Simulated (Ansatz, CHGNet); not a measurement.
For SnSe (model structure, started from the 4H type, P6₃mc, No. 186, 8 atoms in the cell), the machine-learned potential CHGNet-r²SCAN (trained on r²SCAN data) gives:

lattice parameter a: 3.885 Å
c axis length: 18.001 Å

Problem. What does r²SCAN+rVV10 (PAW; Ansatz, an electronic-structure program) give for the same quantities?

Solution. 
- lattice constant a: 5.052 Å (increases by 30 %)
- lattice parameter c: 11.784 Å (falls by 35 %)

Changes are worked out from the printed values.

Unless a cell is named, each level is at its own relaxed cell (CHGNet-r²SCAN 29.40, r²SCAN+rVV10 32.55 Å³/atom).

Caveats: the cell has another shape than the first-principles one, perhaps another minimum in the same group (CHGNet-r²SCAN). Ansatz's density-functional and Hartree–Fock values are scalar-relativistic unless marked +SOC, with PAW data made under PBE.

A model structure was made by putting elements into a prototype or built by hand; it is no filed structure, need not be a known phase, and can be a saddle point held by its symmetry.
